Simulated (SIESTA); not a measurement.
A self-consistent single point of TcSe2 (Pnma, 12 atoms in the cell) with SIESTA.

Computed with GGA PBE, numerical atomic orbitals DZP, PseudoDojo PBE standard norm-conserving potentials (rewritten from UPF to PSML) in SIESTA 5.4.2.

```yaml
crystal:
  lattice:
    - [7.09476, 0.00000, 0.00000]
    - [0.00000, 4.22144, 0.00000]
    - [0.00000, 0.00000, 8.42128]
  atoms:
    - { symbol: Tc, position: [0.73770, 0.25000, 0.59590] }
    - { symbol: Tc, position: [0.23770, 0.25000, 0.90410] }
    - { symbol: Tc, position: [0.26230, 0.75000, 0.40410] }
    - { symbol: Tc, position: [0.76230, 0.75000, 0.09590] }
    - { symbol: Se, position: [0.62500, 0.25000, 0.92170] }
    - { symbol: Se, position: [0.12500, 0.25000, 0.57830] }
    - { symbol: Se, position: [0.37500, 0.75000, 0.07830] }
    - { symbol: Se, position: [0.87500, 0.75000, 0.42170] }
    - { symbol: Se, position: [0.52020, 0.25000, 0.33700] }
    - { symbol: Se, position: [0.02020, 0.25000, 0.16300] }
    - { symbol: Se, position: [0.47980, 0.75000, 0.66300] }
    - { symbol: Se, position: [0.97980, 0.75000, 0.83700] }
```

Reference input (self-consistent single point, DFT, GGA PBE, numerical atomic orbitals DZP, PseudoDojo PBE standard norm-conserving potentials (rewritten from UPF to PSML)): XC.functional = GGA; XC.authors = PBE; potentials = PseudoDojo PBE standard; PAO.BasisSize = DZP; PAO.EnergyShift = 0.01 Ry; MeshCutoff = 400 Ry; kgrid.MonkhorstPack = 4 6 3; OccupationFunction = FD; ElectronicTemperature = 0.1 eV; MaxSCFIterations = 150; SCF.Mixer.Method = Broyden; SCF.Mixer.Weight = 0.25. This run's input differs from it in these lines:

```diff
@@ -43,3 +43,3 @@
 OccupationFunction           FD
-ElectronicTemperature        0.1 eV
+ElectronicTemperature        0.3 eV
```

Log, with long lists cut:

```
        iscf     Eharris(eV)        E_KS(eV)     FreeEng(eV)     dDmax    Ef(eV) dHmax(eV)
   scf:    1   -35618.236756   -35605.218249   -35608.725670  1.680438 -3.460966  4.252684
   scf:    2   -35602.950873   -35605.964405   -35609.435672  0.144082 -3.901181  2.557985
   scf:    3   -35606.518169   -35606.992163   -35610.559884  0.059053 -3.785545  1.533349
   scf:    4   -35607.346651   -35607.238273   -35610.858072  0.048471 -3.992598  0.301711
   scf:    5   -35607.218937   -35607.230311   -35610.867257  0.010457 -4.022528  0.028152
   [... 5 lines left out ...]
   scf:   11   -35607.229209   -35607.229196   -35610.867585  0.000128 -4.014916  0.006811
   scf:   12   -35607.229205   -35607.229205   -35610.867585  0.000196 -4.014910  0.006757
   scf:   13   -35607.229228   -35607.229218   -35610.867587  0.000118 -4.014882  0.001691
   scf:   14   -35607.229240   -35607.229229   -35610.867587  0.000032 -4.014879  0.000534
SCF Convergence by DM+H criterion
max |DM_out - DM_in|         :     0.0000317130
max |H_out - H_in|      (eV) :     0.0005339897
SCF cycle converged after 14 iterations

Using DM_out to compute the final energy and forces

siesta: E_KS(eV) =           -35607.2292

siesta: E_KS - E_eggbox =    -35607.2292

siesta: Atomic forces (eV/Ang):
     1   -0.239604    0.000000   -0.311162
     2   -0.239598    0.000000    0.311135
     3    0.239578    0.000000    0.311079
     4    0.239593    0.000000   -0.311051
     5    0.688449    0.000000   -0.110863
     6    0.688547    0.000000    0.110819
     7   -0.688475    0.000000    0.110982
     8   -0.688387    0.000000   -0.110956
     9   -0.276708    0.000000    1.056691
    10   -0.276592    0.000000   -1.056641
    11    0.276562    0.000000   -1.056710
   [... lines left out ...]
siesta: FreeEng =    -35610.867587
siesta: Cell volume =        252.218334 Ang**3
siesta:        -101.77624796       -109.21918677  kBar
   [... lines left out ...]
     1     0.032752   14.967248  Tc
     2     0.032770   14.967230  Tc
     3     0.032827   14.967173  Tc
     4     0.032779   14.967221  Tc
     5    -0.057119   16.057119  Se
     6    -0.057118   16.057118  Se
     7    -0.057117   16.057117  Se
     8    -0.057117   16.057117  Se
     9     0.024337   15.975663  Se
    10     0.024338   15.975662  Se
    11     0.024335   15.975665  Se
    12     0.024334   15.975666  Se
 Total     0.000000
```

The run converged in 14 iterations. Against the reference run the free energy goes down by 145 meV/atom, the pressure goes from -11.60 to -10.18 GPa and the largest force goes from 1.201 to 1.092 eV/Å.

The starting cell was generated: these elements placed on a structure prototype, without a prior relaxation; it need not be a known phase or ordering of this composition. Its lattice was rescaled by a random factor within 2.5 % of one. Spin polarisation is off. Values carry the incompleteness of an atom-centred basis. With a pressure of about -10 GPa the cell is away from its equilibrium volume at this level. Forces in this geometry exceed 1 eV/Å.

Cost on one core of a shared machine: roughly 90 s.
